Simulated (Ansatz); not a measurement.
MgO: biaxial strain +1.25 %, plane normal [111], relaxed out of plane

The reference is MgO in the rock salt structure (space group Fm-3m, No. 225; a = 4.159 Å). Axes: x, y, z lie along the cube axes.

Modification: tensile biaxial strain of 1.25 % in the plane normal to [111], as in epitaxy on a mismatched substrate; the out-of-plane cell vector and the atoms relax.

The values are results of LDA (Ansatz, a first-principles code), spin-orbit coupling left out, not measurements. k-mesh 14×14×14 (Γ-centred); smearing 0.05 eV (Fermi–Dirac).

* **Volume per atom**: 9.18 Å³ (base 8.99 Å³)
* **Space group**: R-3m (No. 166) (base Fm-3m (No. 225))
* **Shortest interatomic distance**: 2.094 Å (base 2.080 Å)
* **Energy relative to the base (free energy F)**: +3.6 meV/atom
* **Pressure (mean of the normal stresses, compression positive)**: -33.3 kbar (base -0.1 kbar)
* **Band gap**: 4.74 eV (base 5.03 eV)
* **Gap character**: direct at Γ (base direct at Γ)
* **Electron mass**: 0.35 mₑ (at Γ) (base 0.36 mₑ (at Γ))
* **Valence-band top at Γ (three highest levels, from the VBM)**: 0.00, -0.13, -0.13 eV (base 0.00, 0.00, 0.00 eV)
* **Out-of-plane strain**: -0.47 %
* **Ratio −ε⊥/ε∥**: 0.38

Cost of the whole job for the changed cell (relaxation, final SCF and bands): roughly 24 core-seconds.

Masses are band curvatures over ±0.01 Å⁻¹ around the edge. No phonon test of stability was made. k-point labels follow each cell's own Brillouin zone.
